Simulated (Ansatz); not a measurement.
**W: energy against volume**

W (bcc, Im-3m, 15.917 Å³/atom and stress up to 0.01 GPa in the relaxed cell, cube axes along x, y and z) under hydrostatic pressure, with the cell free. r2SCAN in Ansatz, a plane-wave DFT program (PAW, default set), 500 eV, 21×21×21 Γ-centred mesh, Fermi-Dirac smearing 0.05 eV.

Here V stands for volume and E for E less E0.

```csv
volume (Å³/atom),E less E0 (meV/atom),pressure (GPa)
16.0188,0.60,-2.01
15.9676,0.14,-1.01
15.9166,0.00,0.00
15.8724,0.14,0.89
15.8140,0.70,2.08
15.6988,3.10,4.50
15.4947,11.70,9.00
15.2420,30.55,15.01
14.6921,?,?
```

Q: Fit E against V with the third-order Birch-Murnaghan form, a cubic in V^(-2/3), and predict the withheld value at V = 14.6921.

A: With u = V^(-2/3) - 0.1592, the rows have u = -0.0018331, -0.0014969, -0.0011602, -0.0008669, -0.0004774, 0.0002982, 0.0016957, 0.0034692. Least squares gives E = 1.975 + 3341.6·u + 1412675·u² - 482979·u³. Residuals (row less fit): 0.001, 0.000, 0.000, 0.000, -0.002, 0.003, -0.001, 0.000; standard error 0.002 (degrees of freedom: 4). Its minimum lies at u = -0.0011820, so V0 = (0.1580180)^(-3/2) = 15.92. There d²E/du² = 2829000 and d³E/du³ = -2898000, so B0 = (4/9) × 15.92^(-7/3) × 2829000 × 0.160218 = 316 GPa (the last factor turns the table's units into GPa), and B0' = 4 + (2/3) × 0.1580180 × (-2898000)/2829000 = 3.9. B0' rests on the cubic coefficient alone and has a standard error of 0.1 from these residuals. At the withheld row, u = 0.0075033, so E = 1.975 + 3341.6 × 0.0075033 + 1412675 × 0.0075033² - 482979 × 0.0075033³ = 106.377 meV/atom. The calculation gives 106.92 meV/atom, 0.543 meV/atom above the prediction (0.5 % of the range of E in the table). The row lies outside the fitted rows, so this is an extrapolation. The scatter of the fitted rows lies at the last printed digit.

In a metal these values are sensitive to mesh and smearing; energies are taken to zero smearing, stresses follow the free energy. Spin-orbit coupling is left out, which can shift these values for the heavy elements here. Other structures, which can take over under pressure, weren't tried. The same form fitted to the pressure column gives B0' = 4.0; series where the two differ by over 0.4 aren't shown. Rows are the converged runs of the series near zero and its far end, less any whose ions stayed unrelaxed beside relaxed ones; series whose fitted rows scatter by over a few per cent of the range, as at a crossing or softening among them, aren't shown in this form.
